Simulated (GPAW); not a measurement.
**Input and output of a self-consistent single point for Yb (Fm-3m, 1 atom in the cell) (GPAW)**

Method of the run: PBE, GPAW PAW datasets PBE (gpaw-data 1.0.1) (plane waves; GPAW).

The input file:

```python
from ase import Atoms
from ase.units import GPa
from gpaw import GPAW

atoms = Atoms(['Yb'],
              cell=[[0.000000, 2.694516, 2.694516],
                    [2.694516, 0.000000, 2.694516],
                    [2.694516, 2.694516, 0.000000]],
              scaled_positions=[[0.000000, 0.000000, 0.000000]],
              pbc=True)

calc = GPAW(mode={'name': 'pw', 'ecut': 850},
            xc='PBE',
            kpts=(9, 9, 9),
            occupations={'name': 'fermi-dirac', 'width': 0.1},
            nbands=-5,
            symmetry={'symmorphic': False, 'tolerance': 0.0005},
            maxiter=150,
            txt='-')

atoms.calc = calc

energy = atoms.get_potential_energy()
print('Energy (eV):', round(energy, 6))
forces = atoms.get_forces()
print('Forces (eV/Ang):')
print(forces.round(5))
stress = atoms.get_stress()
print('Stress (GPa, Voigt):', (stress / GPa).round(4))
```

Log, with long lists cut:

```
Input parameters:
  kpts: [9 9 9]
  maxiter: 150
  mode: {ecut: 850,
         name: pw}
  nbands: -5
  occupations: {name: fermi-dirac,
                width: 0.1}
  symmetry: {symmorphic: False,
             tolerance: 0.0005}
  xc: PBE

species:
  Yb:
    name: Ytterbium
    Z: 70.0
    valence: 24
    core: 46
    charge: 0.0
    file: Yb.PBE.gz

    # Using partial waves for Yb as LCAO basis

Reference energy: -382585.272641  # eV

Spin-paired calculation

Convergence criteria:
 Maximum [total energy] change in last 3 cyles: 0.0005 eV / valence electron
 Maximum integral of absolute [dens]ity change: 0.0001 electrons / valence electron
 Maximum integral of absolute [eigenst]ate change: 4e-08 eV^2 / valence electron
 Maximum number of scf [iter]ations: 150

Symmetries present (total): 48
Symmetries with fractional translations: 0
729 k-points: 9 x 9 x 9 Monkhorst-Pack grid
35 k-points in the irreducible part of the Brillouin zone
       k-points in crystal coordinates                weights
   0:     0.00000000    0.00000000    0.00000000          1/729
   1:     0.11111111    0.11111111    0.00000000          6/729
   2:     0.11111111    0.11111111    0.11111111          8/729
   [... 7 lines left out ...]
          ...
  34:     0.44444444    0.44444444    0.44444444          8/729

Wave functions: Plane wave expansion
  Cutoff energy: 850.000 eV
  Number of coefficients (min, max): 2181, 2229
  Pulay-stress correction: 0.000000 eV/Ang^3 (de/decut=0.000000)

Occupation numbers: Fermi-Dirac:
  width: 0.1000  # eV

Eigensolver

Densities:
  Coarse grid: 27*27*27 grid
  Fine grid: 54*54*54 grid
  Total Charge: 0.000000

Density mixing:
  Method: separate
  Backend: pulay
  Linear mixing parameter: 0.05
  old densities: 5
  Damping of long wavelength oscillations: 50

Hamiltonian:
  XC and Coulomb potentials evaluated on a 54*54*54 grid
  External potential:
    NoExternalPotential

XC parameters: PBE with 2 nearest neighbor stencil

Number of atoms: 1
Number of atomic orbitals: 20
Number of bands in calculation: 17
Number of valence electrons: 24
Bands to converge: occupied

Density initialized from atomic densities
  17 bands from LCAO basis set

Atomic positions and initial magnetic moments

Positions:
   0 Yb     0.000000    0.000000    0.000000    ( 0.0000,  0.0000,  0.0000)

Unit cell:
           periodic     x           y           z      points  spacing
  1. axis:    yes    0.000000    2.694516    2.694516    27     0.1152
  2. axis:    yes    2.694516    0.000000    2.694516    27     0.1152
  3. axis:    yes    2.694516    2.694516    0.000000    27     0.1152

  Lengths:   3.810621   3.810621   3.810621
  Angles:   60.000000  60.000000  60.000000

Effective grid spacing dv^(1/3) = 0.1257

     iter     time        total  log10-change:
                         energy   eigst   dens
iter:   1 --:--:--    -5.055536
iter:   2 --:--:--    -1.436296   -0.53  -0.92
iter:   3 --:--:--    -1.346497   -2.47  -1.79
iter:   4 --:--:--    -6.192550   -0.46  -1.82
iter:   5 --:--:--    -1.203210   -0.63  -0.87
iter:   6 --:--:--    -1.210821   -2.03  -2.46
iter:   7 --:--:--    -1.198405   -3.54  -2.42
iter:   8 --:--:--    -1.200658   -4.65  -2.74
iter:   9 --:--:--    -1.204013c  -4.30  -2.72
iter:  10 --:--:--    -1.196832c  -3.96  -2.83
iter:  11 --:--:--    -1.197505c  -5.65  -3.17
iter:  12 --:--:--    -1.198785c  -5.58  -3.30
iter:  13 --:--:--    -1.198927c  -6.93  -3.72
iter:  14 --:--:--    -1.199224c  -6.77  -3.89
iter:  15 --:--:--    -1.199229c  -8.22c -4.64c

Converged after 15 iterations.

Dipole moment: (-0.000000, 0.000000, -0.000000) |e|*Ang

Energy contributions relative to reference atoms: (reference = -382585.272641)

Kinetic:        -27.602561
Potential:      +26.075414
External:        +0.000000
XC:              +0.090395
Entropy (-ST):   -0.091775
Local:           +0.283411
SIC:             +0.000000
--------------------------
Free energy:     -1.245117
Extrapolated:    -1.199229

Showing only first 2 kpts
 Kpt  Band  Eigenvalues  Occupancy
  0    10      5.31878    1.97628
  0    11      5.31878    1.97628
  0    12      8.55557    0.00000
  0    13      8.55557    0.00000

  1    10      5.30748    1.97878
  1    11      5.30873    1.97852
  1    12      8.10679    0.00000
  1    13      8.74167    0.00000

Fermi level: 5.76103

Gap: 0.150 eV
Transition (v -> c):
  (s=0, k=16, n=11, [0.44, 0.22, -0.22]) -> (s=0, k=27, n=12, [0.44, 0.44, -0.33])
Direct/indirect transitions are different
Direct gap: 0.305 eV
Transition at: (s=0, k=20, n=11, [0.44, 0.33, -0.33])
Energy (eV): -1.199229

Forces in eV/Ang:
  0 Yb    0.00000    0.00000    0.00000

Stress tensor:
     0.007550     0.000000    -0.000000
     0.000000     0.007550     0.000000
    -0.000000     0.000000     0.007550
Stress (GPa, Voigt): [ 1.2097  1.2097  1.2097  0.     -0.      0.    ]
```

The run converged in 15 iterations. GPAW prints stress with tension positive.

The starting cell has typed, rounded lattice constants, without a prior relaxation at this level. Its lattice was rescaled by a random factor within 2.5 % of one. Spin-orbit coupling is off. Spin polarisation is off. The log's line on a gap gives a spacing of levels on this mesh, which the program prints for metals too.

Cost on one core of a shared machine: roughly 50 s.
